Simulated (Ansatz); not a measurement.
**How the bulk modulus of Sn (model structure, started from the Si type, Ia-3, No. 206, 8 atoms in the cell) moves with the method**

No measured value is used here.

```csv
level (code),value (GPa),cell (Å³/atom)
LDA (Ansatz),___,30.50
PBEsol (Ansatz),41.7,31.43
r²SCAN (Ansatz),42.0,32.17
```

Some entries are withheld; supply them.


- LDA (Ansatz, a quantum-chemistry and plane-wave program), value (GPa): 45.0

LDA, PBEsol, r²SCAN: the bulk modulus is −V dP/dV from two relaxed cells at ±2 % in volume. Each level is taken at its own relaxed cell. Cutoffs differ between the levels. Ansatz's density-functional and Hartree–Fock values are scalar-relativistic unless marked +SOC, with PAW data made under PBE.

A model structure was made by putting elements into a prototype or built by hand; it is no filed structure, need not be a known phase, and can be a saddle point held by its symmetry.
